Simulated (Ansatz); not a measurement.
## hcp Co, ferromagnetic (0 0 1) on diamond (1 1 1) (film strained to the substrate, faces as cut; started ferromagnetic)

A periodic stack without vacuum, hcp Co, ferromagnetic (0 0 1) on diamond (1 1 1) (film strained to the substrate, faces as cut; started ferromagnetic): substrate slab C14, film Co6, surface cells [[-1, 1], [-1, 0]] and [[0, -1], [1, 0]], film strained by +1.3 and +1.3 %, faces C/C and Co/Co as cut (like faces can put a slab off its formula).

The start was prepared with a machine-learned potential, and the result is one local minimum, with the in-plane cell held and forces under 0.04 eV/Å; the film can end far from its bulk form.

These are PBE (plane waves to 420 eV, PAW; Ansatz, an electronic-structure program) values and carry that method's errors. Spin–orbit coupling is left out; PBE gaps are too small against experiment. Its k-point mesh 14×14×1, Fermi–Dirac width 0.05 eV.

* **interface area**: 5.5 Å²
* **period**: 26.38 Å
* **gaps between the outermost planes at the two interfaces**: 1.16 and 1.16 Å
* **C–Co contacts across the interfaces within 1.22 times the sum of covalent radii**: 6, mean 1.86 Å
* **hole barrier (PBE)**: 0.68 eV
* **electron barrier (PBE)**: 3.45 eV

```
Co3C7
1.0
    2.52547     0.00000    -0.00482
    1.26272     2.18706    -0.02370
    0.05090     0.26585    26.38323
C Co
14 6
Cartesian
  1.43916   0.91848   0.59495
  1.44162   0.93324   2.08192
  2.70530   1.66739   2.59790
  2.70810   1.68253   4.14291
  2.70904   0.22951   4.67308
  2.71189   0.24465   6.21962
  1.45011   0.97867   6.73031
  1.45305   0.99378   8.27694
  2.71678   1.72780   8.78282
  2.71981   1.74292  10.32935
  2.72085   0.28989  10.85952
  2.72392   0.30501  12.40453
  1.46223   1.03916  12.92531
  1.46544   1.05388  14.41223
  2.73003   1.79401  15.56101
  0.21106   0.35846  17.71436
  2.74078   1.83607  19.65901
  0.22085   0.40183  21.73121
  2.74875   1.87954  23.67586
  0.22477   0.44423  25.82935
```
Starting moments (μB, in the order of the record's atoms C C C C C C C C C C C C C C Co Co Co Co Co Co): 0.0 0.0 0.0 0.0 0.0 0.0 0.0 0.0 0.0 0.0 0.0 0.0 0.0 0.0 1.7 1.7 1.7 1.7 1.7 1.7.
